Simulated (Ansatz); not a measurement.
## Ni2Si: pressure series

Start from Ni2Si (space group Pnma, No. 62; a = 5.0210 Å, b = 3.7309 Å, c = 7.0762 Å; non-magnetic).

Cell and atoms are relaxed at each pressure.

All numbers come from Ansatz (a program for electronic structure), PBE, PAW, cutoff 420 eV, no spin-orbit coupling, earlier PAW set.

Notes on the quantities. enthalpy: H = E + PV relative to the base's energy.

| case | volume per atom | enthalpy |
|---|---|---|
| base | 11.05 Å³ | – |
| pressure 0.3 GPa | 11.03 Å³ | +0.02 eV/atom |
| pressure 0.7 GPa | 11.01 Å³ | +0.05 eV/atom |
| pressure 1.5 GPa | 10.96 Å³ | +0.10 eV/atom |

Load acts through the strain it causes; cell and atoms are relaxed under it. Stability against distortions was not tested. Seeded moments were not kept for the base. The final runs are not spin-polarised.
